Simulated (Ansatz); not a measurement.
InSb in the rock salt structure (space group Fm-3m, No. 225; a model cell, its experimental status unchecked)

```yaml
crystal:
  lattice:
    - [0.00000, 3.01730, 3.01730]
    - [3.01730, 0.00000, 3.01730]
    - [3.01730, 3.01730, 0.00000]
  atoms:
    - { symbol: Sb, position: [0.00000, 0.00000, 0.00000] }
    - { symbol: In, position: [0.50000, 0.50000, 0.50000] }
```

Computed with PBEsol (Ansatz, a program for electronic structure), spin-orbit coupling left out. Γ-centred 13×13×13 mesh, Fermi–Dirac width 0.05 eV.

The volume per atom is 27.47 Å³. The density is 7.15 g/cm³ and the band gap comes out as zero. The total energy comes out as -5966.741 eV/atom (σ→0; compares only within this code and set-up).

No phonon test of stability was made. All final runs are without spin polarisation. This is not the structure that InSb has at room temperature and ambient pressure.
